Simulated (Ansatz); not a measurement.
Several settings converged on Pd (Fm-3m, 1 atom in the cell)

```
Pd
1.0
    0.00000     1.95084     1.95084
    1.95084     0.00000     1.95084
    1.95084     1.95084     0.00000
Pd
1
Direct
  0.00000   0.00000   0.00000
```

Base method: PBE (plane waves, PAW; Ansatz, an electronic-structure program).

Base settings: basis.ecutwfc = 30.9 Ry; kpoints.mp_grid.grid = 14 14 14; hamiltonian.xc = pbe; hamiltonian.pseudopotentials = {kind: paw} (the program's default PAW files); scf.occupations.method = fermi_dirac; scf.occupations.width = 0.0073 Ry.

The count of work is k-points × plane waves × bands × iterations; it is no time. 

**The cutoff for other potential files**

Level: DFT, PBE, plane waves, norm-conserving files (source: ansatz).

In this ladder: hamiltonian.pseudopotentials = {kind: nc, source: ansatz}.

The second cell is the first with its lattice scaled by 0.98.

The mesh stays at the base's, so the ladder's end is converged at best in this setting alone.

The first pressure column holds Ansatz's estimate of the finite-basis (Pulay) stress, which hides part of the cutoff error; the other is without it.

Only quantities that move along the ladder and can be compared are tabulated.

```tsv
basis.ecutwfc	free energy less the last step's (meV/atom)	energy of the compressed cell less the first (meV/atom)	pressure (GPa)	pressure without the Pulay estimate (GPa)	count of work / last
36.7 Ry	9329.35	41.02	1.48	-319.41	0.096
45.2 Ry	2868.31	61.12	6.25	-132.43	0.15
57.3 Ry	375.61	69.84	6.10	-23.35	0.21
69.8 Ry	22.82	70.42	6.28	3.20	0.27
82 Ry	1.90	70.32	6.23	6.20	0.35
98.5 Ry	1.12	70.32	6.23	6.18	0.46
123.1 Ry	0.55	70.30	6.23	6.22	0.65
163.9 Ry	0.00	70.30	6.23	6.23	1.0
```

Coarsest basis.ecutwfc that holds the pressure without the Pulay estimate within 1 GPa of the last step, with all finer ones: 82 Ry, at 0.35 of the last step's count of work; the step before is off by 3.0 GPa.

Coarsest basis.ecutwfc that holds the pressure within 0.5 GPa of the last step, with all finer ones: 45.2 Ry, at 0.15 of the last step's count of work; the step before is off by 4.8 GPa.

Coarsest basis.ecutwfc that holds the free energy within 5 meV/atom of the last step, with all finer ones: 82 Ry, at 0.35 of the last step's count of work; the step before is off by 23 meV/atom.

The energy difference between the two cells stays within 1 meV/atom of the last step's from 57.3 Ry on, the total only from 123.1 Ry on: much of the error is common to both cells and cancels.

At the lowest cutoff the pressure without the Pulay estimate lies 326 GPa under the last step's, the usual sign of Pulay stress in an incomplete plane-wave basis.

**The relaxed cell against the cutoff**

In this ladder: relax = cell and atoms.

The mesh stays at the base's, so the ladder's end is converged at best in this setting alone.

Only quantities that move along the ladder and can be compared are tabulated.

```csv
basis.ecutwfc,relaxed volume (Å³/atom),relaxation steps
15.4 Ry,18.204,59
18.4 Ry,15.647,20
21.7 Ry,15.304,14
26.1 Ry,15.361,8
30.9 Ry,15.370,5
37.1 Ry,15.365,5
46.3 Ry,15.365,5
61.7 Ry,15.364,5
```

Coarsest basis.ecutwfc that holds the relaxed volume within 0.015 Å³/atom of the last step, with all finer ones: 26.1 Ry; the step before is off by 0.061 Å³/atom.

At the lowest cutoff the cell relaxes to a volume 18 % larger than at the highest. Ansatz relaxes on a stress corrected for the finite basis.

On the base run: the starting cell has typed, rounded lattice constants, without a prior relaxation at this level. Its lattice was rescaled by up to half a per cent. Spin polarisation is off.

Keys are those of Ansatz 0.2.
